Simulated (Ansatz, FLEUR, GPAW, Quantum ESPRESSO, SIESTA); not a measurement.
C (P6_3/mmc, 4 atoms in the cell) computed with different codes at matched settings

Self-consistent single point.

```xyz
4
Lattice="2.5033 0.0000 0.0000 -1.2516 2.1679 0.0000 0.0000 0.0000 4.1690" Properties=species:S:1:pos:R:3 pbc="T T T"
C      0.0000     1.4453     0.2619
C      1.2517     0.7226     3.9071
C      1.2517     0.7226     2.3463
C      0.0000     1.4453     1.8226
```

Shared settings, as Ansatz (a program for electronic structure) writes them: kpoints.mp_grid.grid = 6 6 3; scf.occupations.method = fixed. Potentials and cutoffs stand in the table.

| code | model | pressure (GPa) | largest force (eV/Å) | gap on the mesh (eV) | cutoff |
|---|---|---|---|---|---|
| GPAW | PBE, GPAW PAW datasets PBE (gpaw-data 1.0.1) | – | 0.018 | 3.299 | 950 eV |
| FLEUR | PBE, all-electron FLAPW (FLEUR), scalar-relativistic valence | – | 0.003 | 3.321 | Kmax 4.4 1/bohr |
| Quantum ESPRESSO | PBE, PseudoDojo standard norm-conserving (PBE) pseudopotentials | 4.44 | 0.016 | 3.357 | 85 Ry |
| Ansatz | PBE, PAW files | 3.58 | 0.019 | 3.313 | default |
| SIESTA | GGA PBE, numerical atomic orbitals TZP, PseudoDojo PBE standard norm-conserving potentials (rewritten from UPF to PSML) | 10.53 | 0.046 | 3.451 | grid 350 Ry |

A dash marks a value that a program does not give, or that is left out as unsure.

Gaps are read on the mesh.

The spread over the programs that give each value: pressure within 6.95 GPa; largest force within 0.043 eV/Å; gap on the mesh within 0.152 eV.

SIESTA uses small atom-centred bases, whose incompleteness enters pressures, forces and empty levels differently from a plane-wave cutoff. FLEUR treats all electrons, but the usual bases taken here (sphere radii, linearisation, local orbitals, empty states) were not tested for convergence, so the values are no reference for the others. Ansatz's pressure is given at a fixed set of plane waves, as the other plane-wave codes print theirs; with its correction for the finite basis it is 4.18 GPa (the shift of 0.60 GPa shows how far the cutoff is from converged). The pressure of GPAW is left out: its cutoff lies under the one at which its stress was checked. In the pressure, SIESTA (by 6.52) lies more than 1 GPa from the median of the plane-wave programs. In the gap, SIESTA (by 0.138) lies more than 0.12 eV from the median of the plane-wave programs.

On the base mesh (10 10 6) the same programs gave: Ansatz pressure 3.50 GPa; Quantum ESPRESSO pressure 4.37 GPa; SIESTA pressure 10.48 GPa.

The starting cell comes from a database of computed structures (which also holds hypothetical and non-ambient phases and stackings), without a prior relaxation at this level.

Left out of this page: ABINIT (with a known weakness of the program); CP2K (on another mesh).

Keys are those of Ansatz 0.2.
